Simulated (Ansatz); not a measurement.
## Band gap of WO3 (Pbcm, No. 57; start mp-2486616; another space group than a measured phase of this formula) at several levels of theory

No measured value is used here.

```json
[
 {"level (code)": "LDA (Ansatz)", "value (eV)": "1.15"},
 {"level (code)": "PBEsol (Ansatz)", "value (eV)": "…"},
 {"level (code)": "PBEsol+SOC (Ansatz)", "value (eV)": "1.10"}
]
```

### Question
What belongs in the gaps?

### Answer

- PBEsol (Ansatz, a quantum-chemistry and plane-wave program), value (eV): 1.19

Computed values are for a static lattice. Levels without +SOC have no spin–orbit coupling; where heavier elements are present it shifts gaps, mostly down, and can invert bands.  Values are at the PBEsol cell. Ansatz's density-functional and Hartree–Fock values are scalar-relativistic unless marked +SOC, with PAW data made under PBE.

A start named mp-… is a Materials Project structure, which can be a computed phase never made.
